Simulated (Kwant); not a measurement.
Model system: quantum point contact (saddle potential) in a CdTe two-dimensional gas. Effective mass 0.096 mₑ, grid spacing 8.3 nm, hard walls, nominal width 200 nm (25 grid rows, so walls 215.8 nm apart), one parabolic valley, scattering region 600 nm long along x; energies count from the band bottom; Fermi energy swept from 4.8962e-05 to 0.002678 eV. Potential (V0 + ½k y²) cos²(πx/L) for |x| < L/2, with V0 = 0.001 eV, k = 2.3e-06 eV/nm², L = 480 nm. Perpendicular field 0.093 T, also in the leads; orbital effect alone.

Constants are typed, rounded textbook-type inputs, not results; the design itself was drawn at random and stands for no fabricated device.

Model: effective-mass tight-binding model on a square grid, one spin, coherent transport at 0 K (Kwant). Conductance is in e²/h.

Sweep values stay those of the base run.

Base results: G (e²/h) at E = 0.6967 meV 2.0e-10; G (e²/h) at E = 2.678 meV 1.00; mean G (e²/h) over the sweep 0.38; G (e²/h) at E = 1.344 meV 0.00089.

What follows from this one change: length of the gated region 480 → 240 nm?

G at E = 0.6967 meV 2.0e-10 → 1.5e-5 e²/h; G at E = 2.678 meV 1.00 → 1.06 e²/h; mean G over the sweep little changed (0.39 e²/h); G at E = 1.344 meV 0.00089 → 0.031 e²/h.

What follows from this one change: curvature of the confinement 2.3e-06 → 1.6e-06 eV/nm²?

G at E = 0.6967 meV 2.0e-10 → 1.8e-9 e²/h; G at E = 2.678 meV 1.00 → 1.49 e²/h; mean G over the sweep 0.38 → 0.44 e²/h; G at E = 1.344 meV 0.00089 → 0.0089 e²/h.
